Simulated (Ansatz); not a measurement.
The starting structures come from a database of crystals and need not be the phases stable at ambient conditions.

 Where the default PAW files enter, the runs use the earlier of Ansatz's two default sets.

By LDA and PBEsol, the system below comes out a metal.

```
CELL_PARAMETERS angstrom
      3.29676     0.00000     0.00000
      0.00000     6.63320     0.00000
      0.00000     0.00000     6.63320
ATOMIC_POSITIONS crystal
  Si 0.00000 0.63424 0.13424
  Si 0.00000 0.36576 0.86576
  Si 0.00000 0.13424 0.36576
  Si 0.00000 0.86576 0.63424
  Mo 0.00000 0.50000 0.50000
  Mo 0.00000 0.00000 0.00000
  Mo 0.50000 0.16126 0.66126
  Mo 0.50000 0.83874 0.33874
  Mo 0.50000 0.66126 0.83874
  Mo 0.50000 0.33874 0.16126
```

Space group of this cell: P4/mbm. The cell is taken as given; by PBEsol its mean pressure is -6.9 GPa.

The current runs along the normal of the first two printed vectors, the (100) plane. All runs by Ansatz (a quantum-chemistry and plane-wave program), plane waves and PAW, without spin-orbit coupling; the base is PBEsol.

```csv
run,mean pressure (GPa),"G/A, both spins (10¹⁵ S/m²)"
base,-6.9,0.67
all lengths scaled by 0.98,8.1,0.70
all lengths scaled by 1.02,-18.1,0.64
lda in place of pbesol,-10.9,0.67
"lengths across the current scaled by 0.98, ions clamped",2.6,0.64
"lengths across the current scaled by 1.02, ions clamped",-14.5,___
"lengths along the current scaled by 0.97, ions clamped",0.5,0.73
"lengths along the current scaled by 1.03, ions clamped",-12.9,0.58
```

What belongs in the gaps?


- lengths across the current scaled by 1.02, ions clamped, G/A, both spins (10¹⁵ S/m²): 0.69
